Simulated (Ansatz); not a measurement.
# What a tighter setting buys: basis.ecutwfc, Ga2O3 (C2/m, 10 atoms in the cell)

Cell: a = 6.3164 Å, b = 6.3164 Å, c = 5.8081 Å, α = 103.35°, β = 103.35°, γ = 27.87°.

Level of theory: PBE, PAW files (plane waves; Ansatz, a program for electronic structure).

Base settings: basis.ecutwfc = 30.9 Ry; kpoints.mp_grid.grid = 7 7 4; hamiltonian.xc = pbe; hamiltonian.pseudopotentials = {kind: paw} (the program's default PAW files); scf.occupations.method = gaussian; scf.occupations.width = 0.0007 Ry.

Misses are taken against the tightest run, 61.7 Ry, which need not be fully converged itself. The energy is the free energy per atom.

The count of work is k-points × plane waves × bands × iterations; it is no time, and leaves out set-up, grids and terms that scale otherwise. 

Ansatz's pressure holds its estimate of the finite-basis (Pulay) stress, which hides part of the cutoff error; the uncorrected pressure shows it.

The starting cell comes from a database of computed structures (which also holds hypothetical and non-ambient phases and stackings), without a prior relaxation at this level. Its lattice was rescaled by a random factor within 2.5 % of one. In the base run, with a pressure of about 8 GPa the cell is away from its equilibrium volume at this level. Ansatz's pressure includes its estimate of the finite-basis (Pulay) stress.

The runs (basis.ecutwfc): 12.5 Ry | 15.4 Ry | 18.4 Ry | 21.7 Ry | 24.6 Ry | 27.9 Ry | 30.9 Ry | 35.6 Ry | 40.1 Ry | 46.3 Ry | 54 Ry | 61.7 Ry.

Problem. Which is the coarsest setting among those run that, with all tighter ones, holds the energy within 5 meV/atom of the reference, and what does it save?

Solution. 30.9 Ry, off by 3.5 meV/atom; it needs 0.32 of the reference's count of work.

Problem. Which is the coarsest setting among those run that, with all tighter ones, holds the energy within 0.5 meV/atom of the reference, and what does it save?

Solution. 46.3 Ry, off by 0.40 meV/atom; its saving against the reference is no more than about a factor of 2 in the count of work.

Problem. What does the step from 21.7 Ry to 54 Ry buy?

Solution. It takes the miss in the energy from 270 to 0.25 meV/atom, for 4.3 times the count of work.

```tsv
basis.ecutwfc	energy less reference (meV/atom)	pressure less reference (GPa)	largest difference in the force on any atom (eV/Å)	uncorrected pressure less reference (GPa)	count of work / reference
12.5 Ry	14114.59	12.82	1.185	-683.28	0.081
15.4 Ry	4407.89	8.44	1.003	-280.17	0.10
18.4 Ry	1197.89	0.23	0.344	-99.10	0.12
21.7 Ry	268.71	0.20	0.111	-27.37	0.19
24.6 Ry	68.32	0.05	0.021	-8.10	0.23
27.9 Ry	13.89	0.02	0.007	-1.86	0.28
30.9 Ry	3.53	0.02	0.001	-0.40	0.32
35.6 Ry	1.07	0.02	0.001	0.00	0.40
40.1 Ry	0.68	0.02	0.000	0.01	0.48
46.3 Ry	0.40	0.01	0.001	0.02	0.65
54 Ry	0.25	0.01	0.000	0.01	0.82
61.7 Ry	0.00	0.00	0.000	0.00	1.0
```

Keys are those of Ansatz 0.2.
